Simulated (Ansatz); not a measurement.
The parent structure is a 12-atom supercell of Al in the fcc (Cu type) structure (space group Fm-3m, No. 225) at its relaxed geometry.

```yaml
crystal:
  lattice:
    - [0.00000, 3.99201, 3.99201]
    - [3.99201, -3.99201, 3.99201]
    - [3.99201, 3.99201, 0.00000]
  atoms:
    - { symbol: Al, position: [0.00000, 0.00000, 0.00000] }
    - { symbol: Al, position: [0.00000, 0.00000, 0.50000] }
    - { symbol: Al, position: [0.16667, 0.33333, 0.16667] }
    - { symbol: Al, position: [0.16667, 0.33333, 0.66667] }
    - { symbol: Al, position: [0.33333, 0.66667, 0.33333] }
    - { symbol: Al, position: [0.33333, 0.66667, 0.83333] }
    - { symbol: Al, position: [0.50000, 0.00000, 0.00000] }
    - { symbol: Al, position: [0.50000, 0.00000, 0.50000] }
    - { symbol: Al, position: [0.66667, 0.33333, 0.16667] }
    - { symbol: Al, position: [0.66667, 0.33333, 0.66667] }
    - { symbol: Al, position: [0.83333, 0.66667, 0.33333] }
    - { symbol: Al, position: [0.83333, 0.66667, 0.83333] }
```

Computed with DFT with r2SCAN, PAW potentials and a 500 eV plane-wave cutoff in Ansatz (a program for electronic structure), spin-orbit coupling left out.

Before the change:

```
Item        Result
--------  --------
Pressure  -0.2 GPa
```

The change: a neutral Al interstitial (started 1.73 Å from the nearest host atom), atoms relaxed at fixed cell, starting from a slightly rattled geometry.

Question: What happens to the pressure and largest displacement of a host atom from its site in the perfect cell?

Answer: The pressure grows by 18.6 GPa (-0.2 GPa → 18.4 GPa); the largest displacement of a host atom from its site in the perfect cell comes out as 1.13 Å.

In so small a cell the defect repeats every few ångströms: this is an ordered compound, not a dilute defect. The defect cell is not spin-polarised.
